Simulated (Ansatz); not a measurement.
Ti₅Te₄ (I4/m, No. 87), treated with LDA in Ansatz (plane waves, PAW).

Numerical settings: plane-wave cutoff 520 eV, 16×16×16 k mesh, Fermi–Dirac smearing 0.05 eV, no spin polarisation, scalar-relativistic PAW data made under PBE.

The volume scan:

```json
[
 {"V (Å³/atom)": "19.310", "E − E_lowest (meV/atom)": "9.07", "P (GPa)": "3.76"},
 {"V (Å³/atom)": "19.712", "E − E_lowest (meV/atom)": "2.18", "P (GPa)": "1.77"},
 {"V (Å³/atom)": "20.114", "E − E_lowest (meV/atom)": "0.00", "P (GPa)": "0.01"},
 {"V (Å³/atom)": "20.517", "E − E_lowest (meV/atom)": "1.99", "P (GPa)": "-1.56"},
 {"V (Å³/atom)": "20.919", "E − E_lowest (meV/atom)": "7.67", "P (GPa)": "-2.94"}
]
```

**Question.** What bulk modulus B0 and pressure derivative B′ does a third-order Birch–Murnaghan fit give?

**Answer.** V0 = 20.116 Å³/atom, B0 = 82.9 GPa, B′ = 5.0 (fit to the energies at full precision).

Shape and atoms are relaxed at each volume.

Measured, for comparison: equilibrium volume per atom 21.65 Å³/atom (temperature not stated, no zero-point or thermal correction, from a published cell, temperature and pressure not stated; as tabulated in F. Gronvold and A. Kjekshus and F. Raaum, Acta Crystallographica 14, 930 (1961)). Computed less measured: equilibrium volume per atom -7.1 %.

Note: the volume lies 7 % below that of the published cell.

Spin–orbit coupling is not included.

The computed numbers hold no vibrational or temperature effects.

Ansatz is a quantum-chemistry and plane-wave program.
